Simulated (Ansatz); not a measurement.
**CsSnI3, response to strain**

Consider CsSnI3 in the cubic perovskite structure (space group Pm-3m, No. 221).

```xyz
5
Lattice="6.2251 0.0000 0.0000 0.0000 6.2251 0.0000 0.0000 0.0000 6.2251" Properties=species:S:1:pos:R:3 pbc="T T T"
Cs     0.0000     0.0000     0.0000
Sn     3.1126     3.1126     3.1126
I      0.0000     3.1126     3.1126
I      3.1126     3.1126     0.0000
I      3.1126     0.0000     3.1126
```

Cartesian axes are those of the cell as printed.

Strains are applied to the cell and any free atomic positions relax; under biaxial strain the out-of-plane vector relaxes too.

Levels (all Ansatz, an electronic-structure program, PAW, earlier PAW set): r2SCAN (500 eV, without spin-orbit coupling); HSE06 (420 eV, no spin-orbit coupling).

Band gaps by level, all at the geometries relaxed with r2SCAN:

```json
[
 {"case": "base", "r2SCAN": "0.46 eV", "HSE06": "0.69 eV"},
 {"case": "biaxial strain −0.67 %, plane normal [001], relaxed out of plane", "r2SCAN": "0.37 eV", "HSE06": "0.59 eV"},
 {"case": "biaxial strain +2.73 %, plane normal [001], relaxed out of plane", "r2SCAN": "0.59 eV", "HSE06": "0.83 eV"}
]
```

Single points use the geometry relaxed with r2SCAN. HSE06 gaps are upper bounds (no full band path). With I present, leaving out spin-orbit coupling can change the band edges. Stability against distortions was not tested. Many cubic perovskites are stable only at high temperature; tilts and polar distortions were not tested.
